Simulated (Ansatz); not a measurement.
# KTaO3, pressure series

Base system: KTaO$_{3}$ in the cubic perovskite structure (space group Pm-3m, No. 221; a = 4.023 Å).

Cell and atoms are relaxed at each pressure.

Calculations: PBE (Ansatz, a quantum-chemistry and plane-wave program), no spin-orbit coupling, earlier PAW set.

```tsv
change	smallest direct gap	lattice parameter a
base	2.81 eV	4.023 Å
pressure −2 GPa	2.78 eV	4.038 Å
pressure −1 GPa	…	4.030 Å
pressure 3 GPa	2.84 eV	4.003 Å
pressure 7 GPa	2.87 eV	3.977 Å
pressure 15 GPa	2.93 eV	3.933 Å
pressure 30 GPa	2.99 eV	3.864 Å
pressure 50 GPa	3.02 eV	…
pressure 75 GPa	3.00 eV	3.719 Å
pressure 100 GPa	2.93 eV	3.660 Å
```

Q: Fill in the withheld entries from the trend.

A: 
- pressure −1 GPa, smallest direct gap: 2.80 eV
- pressure 50 GPa, lattice parameter a: 3.791 Å

With Ta present, leaving out spin-orbit coupling can change the band edges. Load acts through the strain it causes; cell and atoms are relaxed under it. Stability against distortions was not tested. No other phases were tried under pressure.
